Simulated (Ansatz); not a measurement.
**Hypothetical zinc blende CsI: pressure series**

Start from CsI in the zinc blende structure (space group F-43m, No. 216; a hypothetical phase, not in the database extracts checked).

```cif
data_Cs4I4
_chemical_formula_sum 'I4 Cs4'
_space_group_name_H-M_alt 'F-43m'
_space_group_IT_number 216
_space_group_name_Hall 'F -4 2 3'
_cell_length_a 8.55443
_cell_length_b 8.55443
_cell_length_c 8.55443
_cell_angle_alpha 90.000
_cell_angle_beta 90.000
_cell_angle_gamma 90.000
loop_
_atom_site_label
_atom_site_type_symbol
_atom_site_symmetry_multiplicity
_atom_site_Wyckoff_symbol
_atom_site_fract_x
_atom_site_fract_y
_atom_site_fract_z
_atom_site_occupancy
I1 I 4 c 0.25000 0.25000 0.25000 1
Cs1 Cs 4 a 0.00000 0.00000 0.00000 1
```
(The calculation used a cell of 2 atoms; values per cell refer to that cell.)

Cell and atoms are relaxed at each pressure.

The values are results of PBEsol (Ansatz, a quantum-chemistry and plane-wave program, PAW, scalar-relativistic without spin-orbit coupling), not measurements.

Notes on the quantities. enthalpy: H = E + PV relative to the base's energy.

```json
[
 {"change": "base", "enthalpy": "–", "band gap": "3.84 eV", "smallest direct gap": "4.01 eV"},
 {"change": "pressure 0.9 GPa", "enthalpy": "+0.41 eV/atom", "band gap": "3.91 eV", "smallest direct gap": "4.18 eV"},
 {"change": "pressure 2.1 GPa", "enthalpy": "+0.91 eV/atom", "band gap": "3.95 eV", "smallest direct gap": "4.33 eV"},
 {"change": "pressure 4.5 GPa", "enthalpy": "+1.81 eV/atom", "band gap": "3.95 eV", "smallest direct gap": "4.52 eV"},
 {"change": "pressure 9 GPa", "enthalpy": "+3.28 eV/atom", "band gap": "3.87 eV", "smallest direct gap": "4.62 eV"},
 {"change": "pressure 15 GPa", "enthalpy": "+5.00 eV/atom", "band gap": "3.69 eV", "smallest direct gap": "4.30 eV"},
 {"change": "pressure 22.5 GPa", "enthalpy": "+6.92 eV/atom", "band gap": "3.45 eV", "smallest direct gap": "3.96 eV"},
 {"change": "pressure 30 GPa", "enthalpy": "+8.67 eV/atom", "band gap": "3.22 eV", "smallest direct gap": "3.70 eV"}
]
```

Spin-orbit coupling, missing from the scalar runs, can matter with I. Load acts through the strain it causes; cell and atoms are relaxed under it. Whether these cells are dynamically stable was not tested. No other phases were tried under pressure.
